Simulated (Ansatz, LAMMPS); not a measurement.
**Ge well of 21 atomic layers along [001] in random Si0.2Ge0.8, interfaces graded over 4 layers**

Cell 17.11 × 17.11 × 69.05 Å, Si85Ge779, 864 atoms. Prepared with Tersoff's 1989 multicomponent potential (SiCGe.tersoff) (LAMMPS): minimisation. 

That structure was relaxed on with PBE, support functions at accuracy medium on the grid of 370 eV (Ansatz, a quantum-chemistry and plane-wave program). Basis: localised support functions (accuracy medium) on a full density matrix. k-points: zone centre alone; occupations: Fermi-Dirac, 0.010 eV; spin polarisation not allowed. Spin-orbit coupling is left out.

**Question.** What does DFT change in the classical structure?

**Answer.** The energy falls by 0.3 meV an atom over 3 steps; atoms move by 0.028 Å root mean square, 0.06 Å at most.
```tsv
quantity	classical minimum	after DFT steps
4-fold atoms (%)	100.0	100.0
spread of bond angles (°)	0.7	0.9
```
